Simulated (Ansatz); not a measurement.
## Computed paths: interstitial Cu in 2H silicon carbide, charge state +1

Defect migration in 2H silicon carbide: interstitial Cu, charge state +1. Computed with PBE, PAW (plane waves to 420 eV; Ansatz, a quantum-chemistry and plane-wave program).

72-site cell at the relaxed PBE lattice, the Γ point alone, smearing 0.01 eV, spin-restricted, no finite-size correction. No zero-point or tunnelling terms. The host's phase is taken as given; its stability against other phases was not computed. The charge state is imposed; whether it is stable for some Fermi level was not computed. Sites that were not tried may lie lower.

Barriers: single points on a 2×2×2 k-point mesh shifted by half a step along c at the bands' geometries (they differ from the bands' own by up to 0.18 eV, and are uncertain by about as much).

| Route | Start site over the lowest site run (eV) | Hop (Å) | Forward barrier (eV) | Backward barrier (eV) | Neighbours at the start | Neighbours at the saddle | Saddle order | Forward, on the band's own sampling (eV) |
|---|---|---|---|---|---|---|---|---|
| one Cu atom jumps by itself | 0.00 | 2.54 | 1.37 | 1.37 | 3 C at 1.97; 3 Si at 2.30, 3 Si at 2.31 Å | 3 C at 2.00, 3 C at 2.57; 3 Si at 2.03 Å | not checked, on a symmetry element | 1.45 |
| one Cu atom jumps by itself | 0.00 | 3.09 | 1.45 | 1.45 | 3 C at 1.97; 3 Si at 2.30, 3 Si at 2.31 Å | C at 1.84, C at 1.97, C at 1.99, C at 2.38; Si at 2.02, Si at 2.11, Si at 2.12 Å | not checked, on a symmetry element | 1.27 |

Paths come from nudged elastic bands with a climbing image.  A band can be held on a symmetry element, so unchecked saddle points there may be too high.

The whole set of runs took about 0.6 core-hours (a rough figure).
